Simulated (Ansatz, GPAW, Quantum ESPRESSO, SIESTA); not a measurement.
**Code comparison for MgMn2O4 (P-3m1, 7 atoms in the cell)**

Self-consistent single point.

```yaml
crystal:
  lattice:
    - [3.09290, 0.00000, 0.00000]
    - [-1.54645, 2.67853, 0.00000]
    - [0.00000, 0.00000, 10.13797]
  atoms:
    - { symbol: Mg, position: [0.00000, 0.00000, 0.00000] }
    - { symbol: Mn, position: [0.00000, 0.00000, 0.73073], spin: 4.0 }
    - { symbol: Mn, position: [0.00000, 0.00000, 0.26927], spin: 4.0 }
    - { symbol: O, position: [0.66667, 0.33333, 0.12402] }
    - { symbol: O, position: [0.33333, 0.66667, 0.87598] }
    - { symbol: O, position: [0.66667, 0.33333, 0.65128] }
    - { symbol: O, position: [0.33333, 0.66667, 0.34872] }
```
(The spins are starting values, not results.)

Shared settings, as Ansatz (a first-principles code) writes them: kpoints.mp_grid.grid = 7 7 2; scf.occupations.method = gaussian; scf.occupations.width = 0.2 eV. Potentials and cutoffs stand in the table.

| code | model | pressure (GPa) | largest force (eV/Å) | size of the net moment (μB/atom) | cutoff |
|---|---|---|---|---|---|
| GPAW | PBEsol, GPAW PAW datasets PBEsol (made by gpaw-setup) | – | 1.081 | 1.14 | 900 eV |
| Quantum ESPRESSO | PBEsol, SSSP 1.1.2 precision (PBE) pseudopotentials | -14.30 | 1.262 | 1.14 | 65 Ry |
| SIESTA | GGA PBEsol, numerical atomic orbitals DZP, PseudoDojo PBEsol standard norm-conserving potentials (rewritten from UPF to PSML) | -15.57 | 1.057 | 1.14 | grid 350 Ry |
| Ansatz | PBEsol, PAW files made with PBE | -14.46 | 1.255 | 1.14 | default |

Size of the force on each atom (eV/Å): Sizes of forces hide their directions.

```csv
code,Mg1,Mn2,Mn3,O4,O5,O6,O7
GPAW,0.000,0.449,0.449,0.212,0.212,1.081,1.081
Quantum ESPRESSO,0.000,0.573,0.573,0.249,0.249,1.262,1.262
SIESTA,0.000,0.475,0.475,0.273,0.273,1.057,1.057
Ansatz,0.000,0.565,0.565,0.246,0.246,1.255,1.255
```

A dash marks a value that a program does not give, or that is left out as unsure.

On Ansatz's run: the magnetic order is the one reached from the typed start; others were not searched systematically.

The spread over the programs that give each value: pressure within 1.27 GPa; largest force within 0.205 eV/Å; size of the net moment within 0.00 μB/atom.

SIESTA uses small atom-centred bases, whose incompleteness enters pressures, forces and empty levels differently from a plane-wave cutoff. Ansatz's pressure is given at a fixed set of plane waves, as the other plane-wave codes print theirs; with its correction for the finite basis it is -13.99 GPa (the shift of 0.47 GPa shows how far the cutoff is from converged). The pressure of GPAW is left out: its cutoff lies under the one at which its stress was checked. In the pressure, SIESTA (by 1.19) lies more than 1 GPa from the median of the plane-wave programs. In the force vectors, GPAW (by 0.174) and SIESTA (by 0.198) lie more than 0.08 eV/Å from the median of the plane-wave programs.

The starting cell comes from a database of computed structures (which also holds hypothetical and non-ambient phases and stackings), without a prior relaxation at this level. Its lattice was rescaled by a random factor within 2.5 % of one.

Keys are those of Ansatz 0.2.
